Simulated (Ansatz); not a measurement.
MgS (P6₃mc, No. 186, 4 atoms in the cell; start mp-1185942; a measured phase of this formula has another space group)

Calculation: PBEsol (Ansatz, a program for electronic structure, PAW).

Settings: plane-wave cutoff 520 eV, 12×12×6 k mesh (along the axes of the cell as run), Fermi–Dirac smearing 0.01 eV, scalar-relativistic PAW data made under PBE.

Cell (relaxed at this level):

```cif
data_Mg2S2
_chemical_formula_sum 'Mg2 S2'
_space_group_name_H-M_alt 'P 1'
_space_group_IT_number 1
_cell_length_a 4.02849
_cell_length_b 4.02849
_cell_length_c 6.41601
_cell_angle_alpha 90.000
_cell_angle_beta 90.000
_cell_angle_gamma 120.000
loop_
_space_group_symop_operation_xyz
  'x, y, z'
loop_
_atom_site_label
_atom_site_type_symbol
_atom_site_fract_x
_atom_site_fract_y
_atom_site_fract_z
_atom_site_occupancy
Mg1 Mg 0.66667 0.33333 0.49628 1
Mg2 Mg 0.33333 0.66667 0.99628 1
S1 S 0.33333 0.66667 0.37871 1
S2 S 0.66667 0.33333 0.87871 1
```

```json
{
  "band_gap": "3.30 eV (direct)"
}
```

A start named mp-… is a Materials Project structure, which need not be a measured phase.
